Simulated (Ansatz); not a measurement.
The starting structures come from a database of crystals and need not be the phases stable at ambient conditions.

 Where the default PAW files enter, the runs use the earlier of Ansatz's two default sets.

By PBEsol, the system below comes out a metal.

The ballistic (Sharvin) conductance counts the channels at the Fermi level: G/A = (e²/h) × channels of both spins per area.

Consider the following.

```yaml
crystal:
  lattice:
    - [2.74395, 0.00000, 0.00000]
    - [-0.91465, 2.58702, 0.00000]
    - [0.91465, 1.29351, 2.24043]
  atoms:
    - { symbol: Pt, position: [0.00000, 0.00000, 0.00000] }
```

Space group of this cell: Im-3m, bcc (W type). The cell is taken as given; by PBEsol its mean pressure is -11.0 GPa.

The current flows along the normal of the first two printed cell vectors, the (110) plane of the conventional cell. No spin-orbit coupling; the value is a mean over 0.1 eV about the Fermi level.

Predict the ballistic conductance per area from Ansatz (a quantum-chemistry and plane-wave program) with PBEsol.

1.6 × 10¹⁵ S/m² for both spins.
